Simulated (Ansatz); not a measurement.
Start from TiAl (space group P4/mmm, No. 123; a = 2.766 Å, c = 4.002 Å; relaxed with 0.1 eV smearing). Axes: x, y, z lie along a, b, c of the conventional cell.

Calculations: Kohn–Sham DFT with the LDA functional, run in Ansatz (a program for electronic structure) with PAW and 420 eV plane waves, no SOC.

Now apply this change: uniaxial strain ε_xx = +2.50 %, all other strain components held at zero; the atoms relax in the strained cell.

Predict the stress tensor and what it implies for the stiffness.

Stress of the strained cell less that of the base (GPa, compression positive):
```
   -4.9     0.0     0.0
    0.0    -1.6     0.0
    0.0     0.0    -2.4
```

Then −Δσ_ii/ε with ε = 0.0250 gives secant stiffness values (nonlinear terms included at this strain): C11 ≈ 195 GPa, C12 ≈ 66 GPa and C13 ≈ 94 GPa.

As a check, the harmonic strain energy −½ V₀ Δσ:ε is 5.8 meV/atom; the computed energy rise is 6.0 meV/atom.

No phonon test of stability was made. The final runs are not spin-polarised.
